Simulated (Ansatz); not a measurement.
# PbS (model structure, started from the zincblende type, F-43m, No. 216, 2 atoms in the cell)

All values below come from LDA (plane waves, PAW; Ansatz, an electronic-structure program).

Run with plane-wave cutoff 520 eV, 10×10×10 k mesh, Fermi–Dirac smearing 0.01 eV, scalar-relativistic PAW data made under PBE.

Cell (relaxed at this level):

```
PbS
1.0
    0.00000     3.23738     3.23738
    3.23738     0.00000     3.23738
    3.23738     3.23738     0.00000
S Pb
1 1
Direct
  0.75000   0.75000   0.75000
  0.00000   0.00000   0.00000
```

```yaml
band_gap: 0.46 eV
smallest_direct_gap_on_the_k_points_sampled: 1.02 eV
"Γ–Γ gap": 4.24 eV
```

Note: the relaxation could raise the start's symmetry but not lower it, so the cell can be a saddle point.

Spin–orbit coupling is not included; with these elements it can move the gap by several tenths of an eV or more.

Computing time: around 5 core-seconds (rough).

A model structure was made by putting elements into a prototype or built by hand; it is no filed structure, need not be a known phase, and can be a saddle point held by its symmetry.
